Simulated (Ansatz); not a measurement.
C (model structure, started from the Ge type, P4₃2₁2, No. 96, 12 atoms in the cell)

These are PBEsol (PAW; Ansatz, a quantum-chemistry and plane-wave program) values and carry that method's errors.

Settings: plane-wave cutoff 520 eV, 10×10×8 k mesh (along the axes of the cell as run), Fermi–Dirac smearing 0.01 eV, scalar-relativistic PAW data made under PBE.

Cell (relaxed with PBEsol):

Space group P4₃2₁2 (No. 96); a = b = 3.7829 Å, c = 4.6487 Å, α = β = γ = 90.00°

```
atom  site  symmetry       x       y       z
----  ----  --------  ------  ------  ------
C       4a       ..2  0.0758  0.0758  0.0000
C       8b         1  0.1666  0.3793  0.2174
```

```
Item                                                      Value
-------------------------------------------  ------------------
band gap                                     4.90 eV (indirect)
smallest direct gap on the k points sampled             5.47 eV
```

Note: the relaxation could raise the start's symmetry but not lower it, so the cell can be a saddle point.

Computed values are for the static lattice.

A model structure was made by putting elements into a prototype or built by hand; it is no filed structure, need not be a known phase, and can be a saddle point held by its symmetry.
